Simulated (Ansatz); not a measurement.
We consider antifluorite Be2C, described by HSE06 in Ansatz (plane waves, PAW).

Run with plane-wave cutoff 460 eV, 10×10×10 k mesh, Fermi–Dirac smearing 0.01 eV, scalar-relativistic PAW data made under PBE.

The cell has the measured lattice: a = b = c = 4.340 Å, α = β = γ = 90.00°.

Question: Predict the band gap and smallest direct gap on the k points sampled.

Answer: 
- band gap = 1.90 eV (on the SCF k mesh) (indirect)
- smallest direct gap on the k points sampled = 5.11 eV

Note: cell and atoms aren't relaxed at this level (pressure -4.8 GPa).

Cost on a shared machine: very roughly 60 core-seconds.

Ansatz is a quantum-chemistry and plane-wave program.
